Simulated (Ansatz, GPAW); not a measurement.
A GPAW input for a self-consistent single point of AgPt (P-6m2, 2 atoms in the cell) (DFT PBEsol, plane waves, GPAW PAW datasets PBEsol (made by gpaw-setup)):

```python
from ase import Atoms
from ase.units import GPa
from gpaw import GPAW, PW

atoms = Atoms(['Ag', 'Pt'],
              cell=[[2.727389, 0.000000, 0.000000],
                    [-1.363694, 2.361988, 0.000000],
                    [0.000000, 0.000000, 4.699208]],
              scaled_positions=[[0.000000, 0.000000, 0.500000],
                                [0.666667, 0.333333, 0.000000]],
              pbc=True)

calc = GPAW(mode=PW(600),
            xc='PBEsol',
            kpts={'size': (11, 11, 6), 'gamma': True},
            occupations={'name': 'methfessel-paxton', 'width': 0.1, 'order': 0},
            nbands=-10,
            convergence={'density': 1e-05},
            symmetry={'symmorphic': False, 'tolerance': 0.0005},
            maxiter=150,
            txt='-')

atoms.calc = calc

energy = atoms.get_potential_energy()
print('Energy (eV):', round(energy, 6))
forces = atoms.get_forces()
print('Forces (eV/Ang):')
print(forces.round(5))
stress = atoms.get_stress()
print('Stress (GPa, Voigt):', (stress / GPa).round(4))
```

**Question.** Give the Ansatz (a first-principles code) input for the same structure, mesh, smearing and functional.

**Answer.** This is the input that was run; spellings and numerical settings could be chosen otherwise.

Ansatz 0.2 input:
```yaml
# AgPt
crystal:
  lattice:
    - [2.727389, 0.000000, 0.000000]
    - [-1.363694, 2.361988, 0.000000]
    - [0.000000, 0.000000, 4.699208]
  atoms:
    - { symbol: Ag, position: [0.000000, 0.000000, 0.500000] }
    - { symbol: Pt, position: [0.666667, 0.333333, 0.000000] }
kpoints:
  mp_grid: { grid: [11, 11, 6] }
hamiltonian:
  xc: pbesol
  pseudopotentials: { kind: paw }
scf:
  occupations: { method: gaussian, width: 0.1 }
output:
  forces: true
  eigenvalues: true
  stress: true
```

Basis, cutoffs, solver keys and any potentials are the target program's own. This input uses DFT, PBEsol, plane waves, default PAW files made with PBE. Both were run: pressure 7.78 GPa in GPAW and 7.80 in Ansatz. Ansatz's pressure is the one without its finite-basis correction.

On Ansatz: the starting cell comes from a database of computed structures (which also holds hypothetical and non-ambient phases and stackings), without a prior relaxation at this level. For this run, on top of that: lattice scaled by 0.98. Spin polarisation is off. With a pressure of about 8 GPa the cell is away from its equilibrium volume at this level.

On GPAW: the starting cell comes from a database of computed structures (which also holds hypothetical and non-ambient phases and stackings), without a prior relaxation at this level. For this run, on top of that: lattice scaled by 0.98. Spin polarisation is off. With a pressure of about 8 GPa the cell is away from its equilibrium volume at this level.
